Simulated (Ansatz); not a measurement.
Consider O vacancy in anatase TiO2 with all lengths changed by +1 %, charge state +2. Method: PBE, PAW (plane waves to 420 eV; Ansatz, an electronic-structure program).

108-site cell at the strained lattice (strain from the relaxed PBE one, atoms relaxed), the Γ point alone, smearing 0.01 eV, spin-restricted, no finite-size correction. Energies are static. The charge state is imposed; whether it is stable for some Fermi level was not computed. Forms of the defect that were not tried may lie lower.

Barriers: single points on a 2×2×2 k-point mesh shifted by half a step at the bands' geometries.

A. one O atom jumps into the vacancy from a nearby O site (strongly reconstructed ends); the atom moves 1.15 Å along (0.00, 0.25, -0.06) of the unit cell; at the start one O stands off the lattice site; at the end one O stands off the lattice site; the moving atom starts with neighbours Ti at 1.86, Ti at 2.00, Ti at 2.02 Å and ends with 2 Ti at 1.81 Å; saddle order not checked, on a symmetry element.
B. one O atom jumps into the vacancy from a nearby O site (strongly reconstructed ends); the atom moves 2.83 Å along (-0.51, 0.48, 0.09) of the unit cell; at the start one O stands off the lattice site; at the end one O stands off the lattice site; the moving atom starts with neighbours O at 2.50, O at 2.51; Ti at 1.94, Ti at 2.00, Ti at 2.04 Å and ends with O at 2.47, O at 2.50; Ti at 1.96, 2 Ti at 1.98 Å; saddle order not checked, on a symmetry element.

A band can be held on a symmetry element, so unchecked saddle points there may be too high.

Problem. Put the candidates in order of forward barrier, lowest first, for PBE, PAW.

Solution. A (0.16 eV), B (1.16 eV)
